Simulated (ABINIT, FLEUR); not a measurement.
A FLEUR input for a self-consistent single point of MgSiH2O4 (Pm, 8 atoms in the cell) (DFT, LDA (Perdew-Zunger), all-electron FLAPW (FLEUR), scalar-relativistic valence):

Input of the input generator:

```
scf MgSi(HO2)2
&input film=f /
1.0000000000 -0.0000000000 0.0000000000
-0.0000000000 0.6596486776 -0.0000000000
-0.0645634998 -0.0000000000 1.1056331530
8.1920572366
1.0 1.0 1.0

8
12 0.5003600000 0.5000000000 0.4753900000
14 0.0009800000 0.0000000000 0.0024700000
1 0.9785200000 0.0000000000 0.5169100000
1 0.4653500000 0.5000000000 0.9714600000
8 0.2237100000 0.0000000000 0.3090900000
8 0.2480900000 0.5000000000 0.8594200000
8 0.8025900000 0.0000000000 0.6586500000
8 0.7718900000 0.5000000000 0.1064200000

&comp jspins=1 /
&exco xctyp='pz' /
&kpt div1=4 div2=6 div3=4 gamma=t /
&end /
```

```xml
<?xml version="1.0" encoding="UTF-8" standalone="no"?>
<fleurInput fleurInputVersion="0.39">
   <comment>
      scf MgSi(HO2)2                                                                                      
   </comment>
   <calculationSetup>
      <cutoffs Kmax="4.8" Gmax="19.2" GmaxXC="19.2" numbands="0"/>
      <scfLoop itmax="80" minDistance="0.00001" maxIterBroyd="40" imix="Anderson" alpha="0.05" precondParam="0.0" spinf="2.0"/>
      <coreElectrons ctail="T" frcor="F" kcrel="0" coretail_lmax="0"/>
      <xcFunctional name="pz" relativisticCorrections="F"/>
      <magnetism jspins="1"/>
      <soc l_soc="F" theta="0.0" phi="0.0" spav="F"/>
      <expertModes spex="0" secvar="F"/>
      <geometryOptimization l_f="T" forcealpha="1.0" forcemix="BFGS" epsdisp="0.00001" epsforce="0.00001"/>
      <ldaU l_linMix="F" mixParam="0.05" spinf="1.0"/>
   </calculationSetup>
   <cell>
      <bzIntegration valenceElectrons="40.0" mode="hist" fermiSmearingEnergy="0.0001">
         <kPointListSelection listName="default-1"/>
         <!-- k-points included here -->
         <xi:include xmlns:xi="http://www.w3.org/2001/XInclude" href="kpts.xml"> </xi:include>
      </bzIntegration>
      <!-- symmetry operations included here -->
      <xi:include xmlns:xi="http://www.w3.org/2001/XInclude" href="sym.xml"> </xi:include>
      <bulkLattice scale="1.0">
         <bravaisMatrix>
            <row-1>    8.1920572366000002     0.0000000000000000     0.0000000000000000</row-1>
            <row-2>    0.0000000000000000     5.4038797229467006     0.0000000000000000</row-2>
            <row-3>   -0.5289078857568126     0.0000000000000000     9.0574100720585253</row-3>
         </bravaisMatrix>
      </bulkLattice>
   </cell>
   <atomSpecies>
      <species name="Magnesium (Mg)" element="Mg" atomicNumber="12">
         <mtSphere radius="2.43" gridPoints="857" logIncrement="0.013"/>
         <atomicCutoffs lmax="10" lnonsphr="8"/>
         <electronConfig flipSpins="F">
            <coreConfig>(1s1/2)</coreConfig>
            <valenceConfig>(2s1/2) (2p1/2) (2p3/2) (3s1/2)</valenceConfig>
         </electronConfig>
         <energyParameters s="3" p="3" d="3" f="4"/>
         <lo type="SCLO" l="0" n="2" eDeriv="0"/>
         <lo type="SCLO" l="1" n="2" eDeriv="0"/>
      </species>
      <species name="Silicon (Si)" element="Si" atomicNumber="14">
         <mtSphere radius="1.93" gridPoints="681" logIncrement="0.017"/>
         <atomicCutoffs lmax="8" lnonsphr="6"/>
         <electronConfig flipSpins="F">
            <coreConfig>(1s1/2) (2s1/2) (2p1/2) (2p3/2)</coreConfig>
            <valenceConfig>(3s1/2) (3p1/2) (3p3/2)</valenceConfig>
            <stateOccupation state="(3p1/2)" spinUp="0.3333333333333" spinDown="0.3333333333333"/>
            <stateOccupation state="(3p3/2)" spinUp="0.6666666666667" spinDown="0.6666666666667"/>
         </electronConfig>
         <energyParameters s="3" p="3" d="3" f="4"/>
      </species>
      <species name="Hydrogen (H)" element="H" atomicNumber="1">
         <mtSphere radius="0.78" gridPoints="279" logIncrement="0.028"/>
         <atomicCutoffs lmax="6" lnonsphr="4"/>
         <electronConfig flipSpins="F">
            <coreConfig></coreConfig>
            <valenceConfig>(1s1/2)</valenceConfig>
            <stateOccupation state="(1s1/2)" spinUp="0.5" spinDown="0.5"/>
         </electronConfig>
         <energyParameters s="1" p="2" d="3" f="4"/>
      </species>
      <species name="Oxygen (O)" element="O" atomicNumber="8">
         <mtSphere radius="1.02" gridPoints="361" logIncrement="0.028"/>
         <atomicCutoffs lmax="6" lnonsphr="4"/>
         <electronConfig flipSpins="F">
            <coreConfig>(1s1/2)</coreConfig>
            <valenceConfig>(2s1/2) (2p1/2) (2p3/2)</valenceConfig>
            <stateOccupation state="(2p1/2)" spinUp="0.6666666666667" spinDown="0.6666666666667"/>
            <stateOccupation state="(2p3/2)" spinUp="1.3333333333333" spinDown="1.3333333333333"/>
         </electronConfig>
         <energyParameters s="2" p="2" d="3" f="4"/>
      </species>
   </atomSpecies>
   <atomGroups>
      <atomGroup species="Magnesium (Mg)">
         <relPos label="                   1">-.4996400000 1.000/2.000 .4753900000</relPos>
         <force calculate="T" relaxXYZ="TTT"/>
      </atomGroup>
      <atomGroup species="Silicon (Si)">
         <relPos label="                   2">.0009800000 .0000000000 .0024700000</relPos>
         <force calculate="T" relaxXYZ="TTT"/>
      </atomGroup>
      <atomGroup species="Hydrogen (H)">
         <relPos label="                   3">-.0214800000 .0000000000 -.4830900000</relPos>
         <force calculate="T" relaxXYZ="TTT"/>
      </atomGroup>
      <atomGroup species="Hydrogen (H)">
         <relPos label="                   4">.4653500000 1.000/2.000 -.0285400000</relPos>
         <force calculate="T" relaxXYZ="TTT"/>
      </atomGroup>
      <atomGroup species="Oxygen (O)">
         <relPos label="                   5">.2237100000 .0000000000 .3090900000</relPos>
         <force calculate="T" relaxXYZ="TTT"/>
      </atomGroup>
      <atomGroup species="Oxygen (O)">
         <relPos label="                   6">.2480900000 1.000/2.000 -.1405800000</relPos>
         <force calculate="T" relaxXYZ="TTT"/>
      </atomGroup>
      <atomGroup species="Oxygen (O)">
         <relPos label="                   7">-.1974100000 .0000000000 -.3413500000</relPos>
         <force calculate="T" relaxXYZ="TTT"/>
      </atomGroup>
      <atomGroup species="Oxygen (O)">
         <relPos label="                   8">-.2281100000 1.000/2.000 .1064200000</relPos>
         <force calculate="T" relaxXYZ="TTT"/>
      </atomGroup>
   </atomGroups>
   <output dos="F" band="F" slice="F">
      <checks vchk="F" cdinf="F"/>
      <bandDOS minEnergy="-.5*Htr" maxEnergy="0.5*Htr" sigma="0.015" storeEVData="T"/>
      <vacuumDOS vacdos="F" integ="F" star="F" nstars="0" locx1="0.0" locy1="0.0" locx2="0.0" locy2="0.0" nstm="0" tworkf="0.0"/>
      <unfoldingBand unfoldBand="F" supercellX="1" supercellY="1" supercellZ="1"/>
      <plotting iplot="0" polar="F">
         <plot TwoD="T" vec1="  1.0  0.0  0.0" vec2="  0.0  1.0  0.0" vec3="  0.0  0.0  1.0" zero="  0.0  0.0  0.0" file="plot"/>
      </plotting>
      <chargeDensitySlicing numkpt="0" minEigenval="0.0" maxEigenval="0.0" nnne="0" pallst="F"/>
      <specialOutput eonly="F"/>
      <magneticCircularDichroism mcd="F" energyLo="-10.0" energyUp="0.0"/>
   </output>
  <!-- We include the file relax.xml here to enable relaxations (see documentation) -->
  <xi:include xmlns:xi="http://www.w3.org/2001/XInclude" href="relax.xml"> <xi:fallback/> </xi:include>
</fleurInput>
```

### Question
Write the same calculation as an input for ABINIT.

### Answer
This is the input that was run; spellings and numerical settings could be chosen otherwise.

```
# MgSi(HO2)2, PseudoDojo nc-sr-04 LDA standard
pp_dirpath "./"
pseudos "Mg.upf, Si.upf, H.upf, O.upf"
acell 8.1920572366 5.4038797232 9.0728397301
rprim
         1.0000000000   -0.0000000000    0.0000000000
        -0.0000000000    1.0000000000   -0.0000000000
        -0.0582957378   -0.0000000000    0.9982993574
natom 8
ntypat 4
znucl 12 14 1 8
typat 1 2 3 3 4 4 4 4
xred
         0.5003600000    0.5000000000    0.4753900000
         0.0009800000    0.0000000000    0.0024700000
         0.9785200000    0.0000000000    0.5169100000
         0.4653500000    0.5000000000    0.9714600000
         0.2237100000    0.0000000000    0.3090900000
         0.2480900000    0.5000000000    0.8594200000
         0.8025900000    0.0000000000    0.6586500000
         0.7718900000    0.5000000000    0.1064200000
ecut 84 Ry
ixc 7
occopt 1
nband 22
kptopt 1
ngkpt 4 6 4
nshiftk 1
shiftk 0 0 0
nstep 60
tolvrs 1.0e-12
diemac 6
prtwf 0
prtden 0
prtvol 1
enunit 2
```

Basis, cutoffs, solver keys and any potentials are the target program's own. This input uses DFT, LDA (PW92), plane waves, norm-conserving pseudopotentials (PseudoDojo nc-sr-04 LDA standard). LDA parametrisations can differ slightly between programs.

The starting cell comes from a database of computed structures (which also holds hypothetical and non-ambient phases and stackings), without a prior relaxation at this level.
